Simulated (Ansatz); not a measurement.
An Ansatz (a first-principles code) run: GaCuSe2 with a change (uniaxial strain ε_xx = +0.75 %); LDA, PAW, 420 eV (Ansatz; no spin-orbit coupling).

Input:

Ansatz 0.2 input:
```yaml
crystal:
  lattice:
    - [-2.7748421204, 2.7541857274, 5.4807529361]
    - [2.7748421204, -2.7541857274, 5.4807529361]
    - [2.7748421204, 2.7541857274, -5.4807529361]
  atoms:
    - { symbol: Ga, position: [0.5, 0.5, 0] }
    - { symbol: Ga, position: [0.25, 0.75, 0.5] }
    - { symbol: Cu, position: [0, 0, 0] }
    - { symbol: Cu, position: [0.75, 0.25, 0.5] }
    - { symbol: Se, position: [0.875, 0.8841180779, 0.5091180779] }
    - { symbol: Se, position: [0.1158819221, 0.625, 0.9908819221] }
    - { symbol: Se, position: [0.375, 0.3658819221, 0.4908819221] }
    - { symbol: Se, position: [0.6341180779, 0.125, 0.0091180779] }
basis: { ecutwfc: 420, ecutrho_ratio: 4, xc_grid: 2, fft_grid_basis: typed }
kpoints: { mp_grid: { grid: [9, 9, 9] } }
hamiltonian:
  xc: lda
  dispersion: none
  pseudopotentials: { kind: paw }
scf: { occupations: { method: fermi_dirac, width: 0.05 }, convergence: { dr2_threshold: 0.0000000008 } }
relax: { f_tol: 0.005, max_steps: 50 }
output: { forces: true, stress: true }
checkpoint: { write: state.ck, write_every: 1000 }
```

Output (explanatory and most iteration lines left out):

```
Relaxation: its limit of steps is 50 (relax.max_steps)
Pseudopotential: Ga, paw, valence charge 13
Pseudopotential: Cu, paw, valence charge 19
Pseudopotential: Se, paw, valence charge 16
Crystal: 8 atoms, lattice volume = 167.545 Å³
Basis set: ecut = 420 eV, 3283 PW (Γ), exchange–correlation on 90×90×90 points (8 copies of the dense FFT grid, shifted against one another)
Bands: 77, of which v1, the nominal top of the filled ones, is band 64 counted from 1 (63 counted from 0)
Symmetry: 4 space group operations
Space group: I212121 (ITA 24), of the structure as read, at distance tolerance 5.5e-5 Å
k-points: 125 of 729 (time reversal used)
Functional: x = slater, c = lda
SCF iter   1: F=—  HF=-42062.092331 eV  |F-HF|=—  |Δ(HF+E_count)|=         —  Δρ=1.09e-2  dr2=1.06e-1  ethr=1.77e-3  ⟨swp⟩=6.0  Hψ=34109  notcnv=0  defer=12
SCF iter   2: F=—  HF=-42062.096787 eV  |F-HF|=—  |Δ(HF+E_count)|=   4.46e-3  Δρ=9.67e-3  dr2=1.07e-1  ethr=8.27e-5  ⟨swp⟩=2.0  Hψ=20000  notcnv=0  defer=754
SCF 1 converged in 10 iterations: F = -42062.070238 eV  dr2 = 4.65e-11
relax step   1: F+E_penalty+E_count = -42062.07023776 eV  Δ(F+E_penalty+E_count) = +0.000e0 eV  max|allowed force component| = 1.925e-2 eV/Å  Δτ_max = 0.0000 Å  (10 SCF iters, accepted)
Crystal: 8 atoms, lattice volume = 167.545 Å³
SCF iter   1: F=—  HF=-42062.070238 eV  |F-HF|=—  |Δ(HF+E_count)|=         —  Δρ=1.51e-4  dr2=2.84e-5  ethr=2.27e-8  ⟨swp⟩=2.0  Hψ=25615  notcnv=0  defer=787
SCF iter   2: F=—  HF=-42062.070234 eV  |F-HF|=—  |Δ(HF+E_count)|=   4.72e-6  Δρ=8.21e-5  dr2=9.90e-6  ethr=2.22e-8  ⟨swp⟩=2.0  Hψ=10404  notcnv=0  defer=787
SCF 2 converged in 9 iterations: F = -42062.070280 eV  dr2 = 4.21e-10
relax step   2: F+E_penalty+E_count = -42062.07027991 eV  Δ(F+E_penalty+E_count) = -4.215e-5 eV  max|allowed force component| = 3.473e-3 eV/Å  Δτ_max = 0.0020 Å  (9 SCF iters, accepted)
SCF converged after 9 iterations
Free energy (F): -42062.070280 eV
Internal energy: -42062.069871 eV  (E = F + TS)
E sigma→0 (E₀):  -42062.070076 eV
Entropy (-TS):   -0.000409 eV (-0.051 meV/atom)
Fermi energy:    9.187617 eV
--- Forces (eV/Å), atoms counted from 1 ---
  atom   1  Ga     0.00000000     0.00000000    -0.00010350
  atom   2  Ga     0.00000000     0.00000000     0.00010350
  atom   3  Cu     0.00000000     0.00000000     0.00073441
  atom   4  Cu     0.00000000     0.00000000    -0.00073441
  atom   5  Se    -0.00347343     0.00000000     0.00000000
  atom   6  Se    -0.00000000     0.00250263     0.00000000
  atom   7  Se     0.00347343     0.00000000     0.00000000
  atom   8  Se     0.00000000    -0.00250263     0.00000000
--- Stress (GPa, compression-positive) ---
       -0.788395       0.000000       0.000000
        0.000000      -0.469980       0.000000
        0.000000       0.000000      -0.462890
  P = ⅓ Tr σ = -0.5738 GPa (-5.738 kbar)
--- Relaxed structure (2 steps of the walk, 2 accepted, 0 SCFs on fresh bases) ---
  atoms:
    - { symbol: Ga, position: [0.4999123567968543, 0.4999123567968543, 0.0] }
    - { symbol: Ga, position: [0.25008764320314564, 0.7500876432031456, 0.4999999999999999] }
    - { symbol: Cu, position: [8.957840383329452e-5, 8.957840383329452e-5, 0.0] }
    - { symbol: Cu, position: [0.7499104215961667, 0.24991042159616667, 0.49999999999999994] }
    - { symbol: Se, position: [0.8749999999999999, 0.8837606576012106, 0.5087606576012107] }
    - { symbol: Se, position: [0.11572354199712362, 0.6249999999999999, 0.9907235419971236] }
    - { symbol: Se, position: [0.37499999999999994, 0.36623934239878914, 0.49123934239878914] }
    - { symbol: Se, position: [0.6342764580028762, 0.125, 0.009276458002876353] }
```

Whether these cells are dynamically stable was not tested. All final runs are without spin polarisation. The cell was made from GaCuSe2 in the chalcopyrite structure (space group I-42d, No. 122) by this change: uniaxial strain ε_xx = +0.75 %.
